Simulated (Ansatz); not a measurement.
We consider Sm5Si3 (P6₃/mcm, No. 193; cell taken from a computed entry), described by r²SCAN-D4 (Ansatz, a program for electronic structure, PAW).

Settings: plane-wave cutoff 500 eV, 6×6×6 k mesh, Fermi–Dirac smearing 0.05 eV, spin-polarised start, scalar-relativistic PAW data made under PBE.

Computed at the level's own relaxed cell.

### Question
Estimate the volume per atom, equilibrium lattice constant a and c axis length that the calculation returns.

### Answer

- volume per atom = 28.27 Å³/atom
- equilibrium lattice constant a = 8.818 Å
- c axis length = 6.717 Å

Note: the magnetic order was assumed, not searched for or taken from measurement; the relaxation could not lower the start's symmetry, so the cell can be a saddle point above a distorted one; the 4f shell is treated without U or exact exchange, so its levels and filling can be wrong.

Spin–orbit coupling is not included.

The computed numbers hold no vibrational or temperature effects.

Cost on a shared machine: about 70 core-minutes (a rough figure).
